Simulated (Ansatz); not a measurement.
GaN: strain along the normal

GaN (zinc blende, F-43m, 11.375 Å³/atom at rest) under an equal strain ε in the (001) plane with the normal axis free, as in a coherent film. r2SCAN in Ansatz, a plane-wave DFT program (PAW, default set), 500 eV, 13×13×13 Γ-centred mesh, Fermi-Dirac smearing 0.05 eV; ions are relaxed within the symmetry of each cell.

Here s stands for strain and y for normal strain.

| strain (%) | normal strain (%) |
|---|---|
| -1.50 | 1.58 |
| -1.00 | 1.06 |
| -0.50 | 0.53 |
| 0.00 | 0.00 |
| 0.50 | -0.54 |
| 1.00 | -1.09 |
| 1.50 | -1.64 |
| 3.00 | ? |

Fit y of the 7 rows that show it with a straight line. Means: s 0, y -0.014. About the means, the sum of products is -7.5150 and the sum of squares of s is 7.0000; the slope is their ratio. Least squares gives y = -0.014 - 1.0736·s. Residuals (row less fit): -0.016, 0.000, 0.007, 0.014, 0.011, -0.002, -0.016; standard error 0.013 (degrees of freedom: 5). The slope, -1.07 ± 0.01, is the elastic response of the normal axis, −2C12/C11 for this plane.

Task: Estimate the missing y (s = 3.00); what did the run itself give?

Result: y = -0.014 - 1.0736 × 3.0 = -3.235%. The calculation gives -3.36%, 0.125% below the prediction (2.5 % of the range of y in the table). The row lies outside the fitted rows, so this is an extrapolation. From the scatter of the fitted rows alone, a prediction at this place has a standard error of 0.021%, so the miss is 6.0 times that.

One order more, fitted to all 13 runs of the series, follows each within 0.01, so the miss is the next term of a smooth law. GaN is here a metastable form; wurtzite is the usual one. Rows are the converged runs of the series near zero and its far end; series whose fitted rows scatter by over a few per cent of the range, as at a crossing or softening among them, aren't shown in this form. Most that stay on the fit to the last digits aren't either.
